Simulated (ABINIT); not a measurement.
# Equation of state of antifluorite Mg2Sn (space group 225): energy against volume (ABINIT, PBE)

```yaml
crystal:
  lattice:
    - [0.00000, 3.31990, 3.31990]
    - [3.31990, 0.00000, 3.31990]
    - [3.31990, 3.31990, 0.00000]
  atoms:
    - { symbol: Mg, position: [0.25000, 0.25000, 0.25000] }
    - { symbol: Mg, position: [0.75000, 0.75000, 0.75000] }
    - { symbol: Sn, position: [0.00000, 0.00000, 0.00000] }
```

Computed with PBE, norm-conserving pseudopotentials (PseudoDojo nc-sr-05 PBE standard) (plane waves; ABINIT). Settings: pseudos = [Mg.upf, Sn.upf]; ecut = 55 Ha; ixc = 11; occopt = 3; tsmear = 0.00036749 Ha; ngkpt = 8 8 8; nshiftk = 1; shiftk = 0 0 0; potentials = PseudoDojo nc-sr-05 PBE standard; nband = 23; kptopt = 1; nstep = 60; tolvrs = 1e-10. The cell above is the first row's. The rows scale it uniformly. In all rows fractional positions and the k mesh are held. E is the free energy at the stated smearing, counted from the lowest row.

```csv
V (Å^3/atom),E (meV/atom)
24.394,22.25
24.924,11.54
25.455,4.53
25.985,0.78
26.515,0.00
27.046,1.88
27.576,6.16
28.106,12.58
28.637,?
```

Task: Fit E against V with the third-order Birch-Murnaghan form, a cubic in V^(-2/3), and predict the withheld value at V = 28.637.

Result: With u = V^(-2/3) - 0.113, the rows have u = 0.005890, 0.004198, 0.002563, 0.000986, -0.000538, -0.002015, -0.003442, -0.004823. Least squares gives E = -0.041 + 244.3·u + 596680·u² + 721502·u³. Residuals (row less fit): 0.005, -0.013, 0.013, -0.001, 0.000, -0.003, 0.002, 0.001; standard error 0.010 (degrees of freedom: 4). Its minimum lies at u = -0.000205, so V0 = (0.112795)^(-3/2) = 26.40. There d²E/du² = 1192000 and d³E/du³ = 4329000, so B0 = (4/9) × 26.40^(-7/3) × 1192000 × 0.160218 = 40.9 GPa (the last factor turns the table's units into GPa), and B0' = 4 + (2/3) × 0.112795 × (4329000)/1192000 = 4.3. The program's pressures in the fitted runs (not shown) pass through zero at V = 26.39, 0.01 % from this V0. At the withheld row, u = -0.006165, so E = -0.041 + 244.3 × (-0.006165) + 596680 × (-0.006165)² + 721502 × (-0.006165)³ = 20.962 meV/atom. The calculation gives 20.88 meV/atom, 0.082 meV/atom below the prediction (0.4 % of the range of E in the table). The row lies outside the fitted rows, so this is an extrapolation. From the scatter of the fitted rows alone, a prediction at this place has a standard error of 0.024 meV/atom, so the miss is 3.4 times that.

Carrying the step between the two nearest rows on in a straight line would have given 19.01, off by 1.87; series whose last step already gives the withheld value aren't shown. The scan was laid around a cell of about the measured size, scaled by a guess for this functional. The runs keep the symmetry of the cell, so they don't test it for distortions. The PBE file for Sn was generated anew from PseudoDojo's inputs, some of which were changed. Cutoffs and mesh are single choices, not tested for convergence of this quantity. Series with a scatter that would blur these digits, or in which a gap closes, are not shown. Nor are scans whose minimum lies at an end fitted in this form.

Terms beyond the fitted order, or numerical noise in single rows, can give a miss of this size; the table doesn't tell which.
